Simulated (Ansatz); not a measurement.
# PBE against r2SCAN: CaF2, pressure 9 GPa

The parent structure is CaF2 in the fluorite structure (space group Fm-3m, No. 225; a = 5.511 Å).

(Cell as relaxed with PBE.)

Levels (all Ansatz, a quantum-chemistry and plane-wave program, PAW): PBE (420 eV, without spin-orbit coupling); r2SCAN (500 eV, without spin-orbit coupling).

Each level relaxes its own structure.

```json
[
 {"base": "volume per atom", "PBE": "13.95 Å³", "r2SCAN": "13.41 Å³"},
 {"base": "lattice parameter a", "PBE": "5.511 Å", "r2SCAN": "5.439 Å"},
 {"base": "band gap", "PBE": "7.14 eV", "r2SCAN": "8.03 eV"}
]
```

One thing is altered: a hydrostatic pressure of 9 GPa.

```tsv
quantity	PBE	r2SCAN
electron mass	0.56 mₑ (at Γ)	0.57 mₑ (at Γ)
valley order (the lowest conduction-band minima on the path, energy above the VBM, named in the base's zone)	Γ 7.71 eV; X along ⟨100⟩ 8.32 eV	Γ 8.55 eV; X along ⟨100⟩ 9.02 eV
shortest interatomic distance	2.313 Å	2.291 Å
```

Both order the valleys alike; PBE's shortest interatomic distance lies 0.022 Å above r2SCAN's (1.0 %). Neither level is exact; r2SCAN is the comparison here, not a measurement.

Load acts through the strain it causes; cell and atoms are relaxed under it. Effective masses come from finite differences of ±0.01 Å⁻¹. Whether these cells are dynamically stable was not tested. No other phases were tried under pressure.
